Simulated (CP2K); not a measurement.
Input and output of a self-consistent single point for AgBr (Fm-3m, 2 atoms in the cell) (CP2K).

Level of theory: PBE, GPW, DZVP-MOLOPT-SR-GTH basis, GTH-PBE potentials (GTH_POTENTIALS) (CP2K).

The change in words: lattice scaled by 0.98. Reference geometry:
```yaml
crystal:
  lattice:
    - [4.08001, 0.00000, 0.00000]
    - [2.04000, 3.53339, 0.00000]
    - [2.04000, 1.17780, 3.33131]
  atoms:
    - { symbol: Ag, position: [0.00000, 0.00000, 0.00000] }
    - { symbol: Br, position: [0.50000, 0.50000, 0.50000] }
```

Reference input (self-consistent single point, DFT PBE, GPW, DZVP-MOLOPT-SR-GTH basis, GTH-PBE potentials (GTH_POTENTIALS)): CUTOFF = 500 Ry; REL_CUTOFF = 60 Ry; SMEAR/METHOD = FERMI_DIRAC; ELECTRONIC_TEMPERATURE = 580.23 K; KPOINTS/SCHEME = MONKHORST-PACK 10 10 10; GAMMA_CENTERED = T; XC_FUNCTIONAL = PBE; Ag/BASIS_SET = DZVP-MOLOPT-SR-GTH-q11; Ag/POTENTIAL = GTH-PBE-q11; Br/BASIS_SET = DZVP-MOLOPT-SR-GTH-q7; Br/POTENTIAL = GTH-PBE-q7; METHOD = GPW. This run's input differs from it in these lines:

```diff
@@ -63,5 +63,5 @@
     &CELL
-      A 4.08000600 0.00000000 0.00000000
-      B 2.04000300 3.53338900 0.00000000
-      C 2.04000300 1.17779600 3.33131100
+      A 3.99840600 0.00000000 0.00000000
+      B 1.99920300 3.46272100 0.00000000
+      C 1.99920300 1.15424000 3.26468500
       PERIODIC XYZ
```

Output (repeated stretches shortened):

```
 SCF WAVEFUNCTION OPTIMIZATION

  Step     Update method      Time    Convergence         Total energy    Change
     1 NoMix/Diag. 0.40E+00      -     0.66776086       -50.5432995371 -5.05E+01
     2 Broy./Diag. 0.40E+00      -     0.09707532       -50.5264240939  1.69E-02
     3 Broy./Diag. 0.40E+00      -     0.01755274       -50.4556564018  7.08E-02
     4 Broy./Diag. 0.40E+00      -     0.00456102       -50.4632381371 -7.58E-03
     5 Broy./Diag. 0.40E+00      -     0.00109825       -50.4696906675 -6.45E-03
     6 Broy./Diag. 0.40E+00      -     0.00045664       -50.4667826711  2.91E-03
     7 Broy./Diag. 0.40E+00      -     0.00005538       -50.4658232935  9.59E-04
     8 Broy./Diag. 0.40E+00      -     0.00002916       -50.4658443217 -2.10E-05
     9 Broy./Diag. 0.40E+00      -     0.00000141       -50.4658914846 -4.72E-05
    10 Broy./Diag. 0.40E+00      -     0.00000048       -50.4658925006 -1.02E-06
    11 Broy./Diag. 0.40E+00      -     6.6549E-09       -50.4658918178  6.83E-07
  *** SCF run converged in    11 steps ***

  Overlap energy of the core charge distribution:               0.00000000015863
  Self energy of the core charge distribution:                -87.52856995285630
  Core Hamiltonian energy:                                     26.78206444152357
  Hartree energy:                                              18.75844702814733
  Exchange-correlation energy:                                 -8.47783294182000
  Electronic entropic energy:                                  -0.00000039295986
  Fermi energy:                                                 0.17940012849381

  Total energy:                                               -50.46589181780661
  Total energy (extrapolated to T->0):                        -50.46589162132668

   [... lines left out ...]

 STRESS| Analytical stress tensor [bar]
 STRESS|                        x                   y                   z
 STRESS|      x        5.81096520500E+04  -1.04661117674E-01  -7.40066604303E-02
 STRESS|      y       -1.04661117674E-01   5.81096165181E+04   4.89426753634E-02
 STRESS|      z       -7.40066604303E-02   4.89426753634E-02   5.81102396309E+04
 STRESS| 1/3 Trace                                             5.81098360663E+04
```

The run converged in 11 iterations. Against the reference run the free energy goes up by 35.4 meV/atom, the pressure goes from 2.42 to 5.81 GPa and the gap on the mesh goes from 0.684 to 0.662 eV.

The starting cell has typed, rounded lattice constants, without a prior relaxation at this level. For this run, on top of that: lattice scaled by 0.98. Values carry the incompleteness of an atom-centred basis. With a pressure of about 6 GPa the cell is away from its equilibrium volume at this level.

Cost on one core of a shared machine: roughly 30 s.
